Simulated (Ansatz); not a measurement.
Formation energies of neutral defects against the elements (graphite for carbon, diatomic gases, S8), in bcc Mo (eV), each at one geometry relaxed with PBE and evaluated in Ansatz (a program for electronic structure) with PBE, r2SCAN. Set-up: 54-site cell; 4×4×4 shifted k-points; no spin–orbit coupling; finite-size errors of tenths of an eV; the relaxation kept the symmetry of the starting site.

```
defect             x: PBE (eV)  y: r2SCAN (eV)
-----------------  -----------  --------------
Si on the Mo site        -0.46           -0.40
Hf on the Mo site        -0.21           -0.32
Zr on the Mo site         0.00           -0.04
Re on the Mo site         0.01           -0.03
Ru on the Mo site         0.47            0.52
Cl on the Mo site         3.07            3.32
Os on the Mo site         0.36               ?
```

Q: Fit a straight line to the 6 complete rows and predict the last.

A: Means: x = 0.480, y = 0.508; Sxx = 8.519, Sxy = 9.224. Slope 9.224 / 8.519 = 1.08, intercept 0.508 − 1.08 × 0.480 = -0.01 eV; the rows scatter by 0.07 eV about the line, and R² = 1.00. Prediction: -0.01 + 1.08 × 0.36 = 0.38 eV. The calculation gave 0.38 eV, 0.00 eV above the line, within its scatter.
